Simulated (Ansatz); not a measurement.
Take InAgTe2 in the chalcopyrite structure (space group I-42d, No. 122; a = 6.4311 Å, c = 12.7674 Å) as the base. Axes: x, y, z lie along a, b, c of the conventional cell.

Level of theory: Ansatz (a program for electronic structure) PBEsol, scalar-relativistic without spin-orbit coupling.

Perturbation: uniaxial strain ε_yy = +0.78 %, all other strain components held at zero; the atoms relax in the strained cell.

Question: Predict the stress tensor and what it implies for the stiffness.

Answer: Stress of the strained cell less that of the base (GPa, compression positive):
```
  -0.29    0.00    0.00
   0.00   -0.43    0.00
   0.00    0.00   -0.29
```

Then −Δσ_ii/ε with ε = 0.0078 gives relaxed-ion elastic constants: C22 ≈ 56 GPa, C12 ≈ 38 GPa and C23 ≈ 38 GPa.

Stability against distortions was not tested.
